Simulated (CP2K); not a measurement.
Input and output of a self-consistent single point for Ti3Zn (Pm-3m, 4 atoms in the cell) (CP2K).

Method of the run: LDA (Pade form), GPW, DZVP-MOLOPT-SR-GTH basis, GTH-PADE potentials (GTH_POTENTIALS) (CP2K).

```
Ti3Zn
1.0
    4.06100     0.00000     0.00000
    0.00000     4.06100     0.00000
    0.00000     0.00000     4.06100
Ti Zn
3 1
Direct
  0.00000   0.50000   0.50000
  0.50000   0.00000   0.50000
  0.50000   0.50000   0.00000
  0.00000   0.00000   0.00000
```

Reference input (self-consistent single point, DFT LDA (Pade form), GPW, DZVP-MOLOPT-SR-GTH basis, GTH-PADE potentials (GTH_POTENTIALS)): CUTOFF = 600 Ry; REL_CUTOFF = 60 Ry; SMEAR/METHOD = MARZARI_VANDERBILT; SIGMA = 0.272 eV; KPOINTS/SCHEME = MONKHORST-PACK 6 6 6; XC_FUNCTIONAL = PADE; Ti/BASIS_SET = DZVP-MOLOPT-SR-GTH-q12; Ti/POTENTIAL = GTH-PADE-q12; Zn/BASIS_SET = DZVP-MOLOPT-SR-GTH-q12; Zn/POTENTIAL = GTH-PADE-q12; METHOD = GPW; EPS_DEFAULT = 1e-10. This run's input differs from it in these lines:

```diff
@@ -40,3 +40,3 @@
     &KPOINTS
-      SCHEME MONKHORST-PACK 6 6 6
+      SCHEME MONKHORST-PACK 5 5 5
     &END KPOINTS
```

The program printed (abridged):

```
 SCF WAVEFUNCTION OPTIMIZATION

  Step     Update method      Time    Convergence         Total energy    Change
     1 NoMix/Diag. 0.30E+00      -     1.77237477      -235.9868556076 -2.36E+02
     2 Broy./Diag. 0.30E+00      -     0.09258965      -237.1693528341 -1.18E+00
     3 Broy./Diag. 0.30E+00      -     0.02919736      -235.8893445741  1.28E+00
     4 Broy./Diag. 0.30E+00      -     0.03003051      -235.1738957742  7.15E-01
     5 Broy./Diag. 0.30E+00      -     0.00705072      -234.9243149770  2.50E-01
     6 Broy./Diag. 0.30E+00      -     0.00230569      -235.0258218283 -1.02E-01
   [... 4 lines left out ...]
    11 Broy./Diag. 0.30E+00      -     0.00006727      -235.0190820929  7.70E-05
    12 Broy./Diag. 0.30E+00      -     0.00000184      -235.0188934919  1.89E-04
    13 Broy./Diag. 0.30E+00      -     0.00001015      -235.0189073125 -1.38E-05
    14 Broy./Diag. 0.30E+00      -     0.00000011      -235.0189300309 -2.27E-05
  *** SCF run converged in    14 steps ***

  Overlap energy of the core charge distribution:               0.00000000000000
  Self energy of the core charge distribution:               -400.34753111190639
  Core Hamiltonian energy:                                    106.50035434576778
  Hartree energy:                                              89.14651098521402
  Exchange-correlation energy:                                -30.31992084030940
  Smearing free energy correction:                              0.00165658991960
  Fermi energy:                                                 0.33878363178316

  Total energy:                                              -235.01893003087281

                     Mulliken Population Analysis

 #  Atom  Element  Kind  Atomic population                           Net charge
   [... lines left out ...]

 STRESS| Analytical stress tensor [bar]
 STRESS|                        x                   y                   z
 STRESS|      x       -1.15745351132E+05   8.17756127152E-03   8.17756051834E-03
 STRESS|      y        8.17756127152E-03  -1.15745691607E+05   8.17755935733E-03
 STRESS|      z        8.17756051834E-03   8.17755935733E-03  -1.15745505665E+05
 STRESS| 1/3 Trace                                            -1.15745516135E+05
```

The run converged in 14 iterations. Against the reference run the free energy falls by 1.9 meV/atom and the pressure goes from -11.46 to -11.57 GPa.

The starting cell comes from a database of computed structures (which also holds hypothetical and non-ambient phases and stackings), without a prior relaxation at this level. Its lattice was rescaled by a random factor within 2.5 % of one. Spin polarisation is off. Values carry the incompleteness of an atom-centred basis.

Cost on one core of a shared machine: roughly 90 s.
